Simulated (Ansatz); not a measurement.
**WO₃ (P4/nmm, No. 129; high-temperature phase)**

All values below come from LDA (Ansatz, an electronic-structure program, PAW).

Numerical settings: plane-wave cutoff 520 eV, 6×6×8 k mesh (along the axes of the cell as run), Fermi–Dirac smearing 0.01 eV, no spin polarisation, scalar-relativistic PAW data made under PBE.

Cell (relaxed at this level):

```xyz
8
Lattice="5.2861 0.0000 0.0000 0.0000 5.2861 0.0000 0.0000 0.0000 3.8819" Properties=species:S:1:pos:R:3 pbc="T T T"
W      2.6431     0.0000     3.6381
W      0.0000     2.6431     0.2437
O      2.6431     0.0000     1.8845
O      0.0000     2.6431     1.9974
O      1.3215     1.3215     0.0000
O      1.3215     3.9646     0.0000
O      3.9646     3.9646     0.0000
O      3.9646     1.3215     0.0000
```

```json
{
 "band_gap": "0.55 eV",
 "smallest_direct_gap_on_the_k_points_sampled": "0.56 eV"
}
```

Note: held by symmetry at 0 K, a high-temperature phase can be a saddle point.

Spin–orbit coupling is not included.

The computed numbers hold no vibrational or temperature effects.

It cost very roughly 30 core-seconds of CPU time.
